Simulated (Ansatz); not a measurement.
Base system: Ga₂O₃ in the corundum structure (space group R-3c, No. 167).

```xyz
10
Lattice="2.5002 1.4435 4.4829 -2.5002 1.4435 4.4829 0.0000 -2.8869 4.4829" Properties=species:S:1:pos:R:3 pbc="T T T"
Ga     0.0000     0.0000     8.6650
Ga     0.0000     0.0000     1.9407
Ga     0.0000     0.0000     4.7837
Ga     0.0000     0.0000    11.5081
O      0.7570     1.5758     5.6037
O     -1.7432    -0.1323     5.6037
O     -0.7570    -1.5758     7.8451
O     -0.9861     1.4435     7.8451
O      1.7432     0.1323     7.8451
O      0.9861    -1.4435     5.6037
```

Method: Ansatz (a first-principles code), PBEsol, PAW, cutoff 420 eV, no spin-orbit coupling.

For the base:

| Item | Value |
|---|---|
| Smallest direct gap | 2.95 eV |
| Gap character | indirect, Γ–S₀ (50 % along) → Γ |
| Electron mass | 0.22 mₑ (at Γ) |
| Band gap | 2.70 eV |

Perturbation: a hydrostatic pressure of 0.9 GPa.

Q: How does this affect the smallest direct gap?

A: The smallest direct gap goes up by 0.05 eV (2.95 eV → 3.00 eV).

Q: Estimate the effect on the gap character.

A: The gap character stays indirect, Γ–S₀ (50 % along) → Γ.

Q: What does the calculation give for the electron mass after the change?

A: The electron mass changes from 0.22 mₑ (at Γ) to 0.23 mₑ (at Γ).

Q: Predict the new band gap.

A: The band gap goes up by 0.04 eV to 2.74 eV.

Load acts through the strain it causes; cell and atoms are relaxed under it. Masses are band curvatures over ±0.01 Å⁻¹ around the edge. Stability against distortions was not tested.
